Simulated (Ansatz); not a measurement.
Input:

```xyz
3
Lattice="3.8748 0.0000 0.0000 -1.9374 3.3557 0.0000 0.0000 0.0000 19.0999" Properties=species:S:1:pos:R:3 pbc="T T T"
Zr     0.0000     0.0000     9.5499
Se     0.0000     2.2371    11.0973
Se     1.9374     1.1186     8.0025
```

Method: PBE with spin-orbit coupling, rigid bands (plane waves, PAW; Ansatz, a quantum-chemistry and plane-wave program). Condition of this run: biaxial strain +2 % with spin-orbit coupling. Cell: cell and atoms relaxed with PBE, then loaded as said.

Question: Predict the electron conductivity mass (n e² τ/σ) at 300 K, by direction if it differs.

Answer: 0.46 mₑ.

Question: Predict the hole conductivity mass (n e² τ/σ) at 300 K, by direction if it differs.

Answer: 0.194 mₑ.

Question: And the band gap?

Answer: 0.58 eV at this level; semilocal functionals usually fall short of the measured gap.

Rigid bands, one relaxation time for all states, no polarons.

Model free-standing layer, not matched to a measured one here: monolayer ZrSe2.
